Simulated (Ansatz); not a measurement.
**A computed series for CdS: pressure series**

The reference is CdS in the wurtzite structure (space group P6_3mc, No. 186).

```yaml
crystal:
  lattice:
    - [4.07411, 0.00000, 0.00000]
    - [-2.03706, 3.52828, 0.00000]
    - [0.00000, 0.00000, 6.63675]
  atoms:
    - { symbol: Cd, position: [0.33333, 0.66667, 0.00038] }
    - { symbol: Cd, position: [0.66667, 0.33333, 0.50038] }
    - { symbol: S, position: [0.33333, 0.66667, 0.37662] }
    - { symbol: S, position: [0.66667, 0.33333, 0.87662] }
```

Cell and atoms are relaxed at each pressure.

Method: plane-wave PAW DFT at the LDA level (Ansatz, an electronic-structure program, 420 eV), no spin-orbit coupling.

Notes on the quantities. enthalpy: H = E + PV relative to the base's energy.

| variant | enthalpy | band gap | width of the top valence band |
|---|---|---|---|
| base | – | 1.03 eV | 1.87 eV |
| pressure −2 GPa | -0.30 eV/atom | 0.96 eV | 1.77 eV |
| pressure −1 GPa | -0.15 eV/atom | 0.99 eV | 1.82 eV |
| pressure 0.9 GPa | +0.13 eV/atom | ? | ? |
| pressure 2.1 GPa | +0.31 eV/atom | 1.09 eV | 1.96 eV |
| pressure 4.5 GPa | +0.65 eV/atom | 1.15 eV | 2.06 eV |
| pressure 9 GPa | +1.27 eV/atom | 1.24 eV | 2.23 eV |
| pressure 15 GPa | +2.05 eV/atom | 1.31 eV | 2.44 eV |
| pressure 22.5 GPa | +2.98 eV/atom | 1.27 eV | 2.72 eV |
| pressure 30 GPa | +3.86 eV/atom | 0.91 eV | 2.96 eV |

### Question
What belongs in the blanks?

### Answer

- pressure 0.9 GPa, band gap: 1.06 eV
- pressure 0.9 GPa, width of the top valence band: 1.91 eV

Load acts through the strain it causes; cell and atoms are relaxed under it. No phonon test of stability was made. Measured, CdS leaves this structure (for rock salt) near 2.54 GPa (temperature not stated; as listed in Datta, Sujoy, Jana, Debnarayan, arXiv (2020)), on rising pressure, with hysteresis.
